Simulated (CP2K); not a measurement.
Band structure of TiAlPt (P6_3/mmc, 6 atoms in the cell).

```yaml
crystal:
  lattice:
    - [4.41685, 0.00000, 0.00000]
    - [-2.20843, 3.82510, 0.00000]
    - [0.00000, 0.00000, 5.40771]
  atoms:
    - { symbol: Ti, position: [0.00000, 0.00000, 0.00000] }
    - { symbol: Ti, position: [0.00000, 0.00000, 0.50000] }
    - { symbol: Al, position: [0.33333, 0.66667, 0.25000] }
    - { symbol: Al, position: [0.66667, 0.33333, 0.75000] }
    - { symbol: Pt, position: [0.66667, 0.33333, 0.25000] }
    - { symbol: Pt, position: [0.33333, 0.66667, 0.75000] }
```

Level of theory: CP2K with PBEsol, GPW, DZVP-MOLOPT-SR-GTH basis, GTH-PBE potentials (GTH_POTENTIALS).

Settings: CUTOFF = 600 Ry; REL_CUTOFF = 60 Ry; SMEAR/METHOD = FERMI_DIRAC; ELECTRONIC_TEMPERATURE = 580.23 K; KPOINTS/SCHEME = MACDONALD 6 6 4 0.08333333333 0.08333333333 0.125; XC_FUNCTIONAL = PBE:PBESOL; Ti/BASIS_SET = DZVP-MOLOPT-SR-GTH; Ti/POTENTIAL = GTH-PBE-q12; Al/BASIS_SET = DZVP-MOLOPT-SR-GTH; Al/POTENTIAL = GTH-PBE-q3; Pt/BASIS_SET = DZVP-MOLOPT-SR-GTH; Pt/POTENTIAL = GTH-PBE-q18; METHOD = GPW; EPS_DEFAULT = 1e-10.

The starting cell comes from a database of computed structures (which also holds hypothetical and non-ambient phases and stackings), without a prior relaxation at this level. Spin-orbit coupling is off. Spin polarisation is off. Values carry the incompleteness of an atom-centred basis. The potentials were made for another functional than the one used.

Levels in eV from the Fermi level, bands 29 to 34:
```json
[
 {"point": "Γ", "29": "-1.94", "30": "-1.74", "31": "-1.74", "32": "-0.57", "33": "0.46", "34": "0.46"},
 {"point": "M", "29": "-2.26", "30": "-1.87", "31": "-1.53", "32": "-0.81", "33": "-0.49", "34": "-0.49"},
 {"point": "K", "29": "-2.73", "30": "-1.76", "31": "-1.76", "32": "-0.71", "33": "-0.71", "34": "-0.55"},
 {"point": "A", "29": "0.12", "30": "0.12", "31": "0.12", "32": "0.12", "33": "0.44", "34": "0.44"},
 {"point": "L", "29": "-2.65", "30": "-2.65", "31": "-1.26", "32": "-1.26", "33": "0.46", "34": "0.46"},
 {"point": "H", "29": "-2.96", "30": "-2.96", "31": "-1.43", "32": "-1.43", "33": "0.29", "34": "0.29"}
]
```

Bands cross the Fermi level along this path, so the cell is metallic at this level.

Higher empty bands are left out: an atom-centred basis made for the valence describes them poorly.
